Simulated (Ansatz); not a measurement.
Inside the gap of an insulator the Bloch states are evanescent, with a wavenumber k + iκ along the transport direction.

Input:

```
Al2O3
1.0
    5.17795     0.00000     0.00000
    0.71899     7.02727     0.00000
   -2.22948     3.51364     2.40251
Al O
4 6
Direct
  0.70420   0.85210   0.00000
  0.29580   0.14790   0.00000
  0.29580   0.64790   0.00000
  0.70420   0.35210   0.00000
  0.19386   0.05614   0.69386
  0.80614   0.94386   0.30614
  0.50000   0.75000   0.69386
  0.50000   0.25000   0.30614
  0.80614   0.44386   0.61228
  0.19386   0.55614   0.38772
```

The cell is taken as given; by r2SCAN it stands under a pressure of -6.9 GPa.

Transport runs along the normal of the first two printed cell vectors, the (110) plane of the conventional cell.

No gap correction and no spin-orbit coupling; mid-gap is the computed energy nearest the middle.

Question: Compute, with r2SCAN (Ansatz, a first-principles code), the band gap and the smallest decay constant κ at mid-gap.

Answer: Gap 6.77 eV on a 12×12×12 mesh; κ = 0.396 1/Å, at the zone centre.
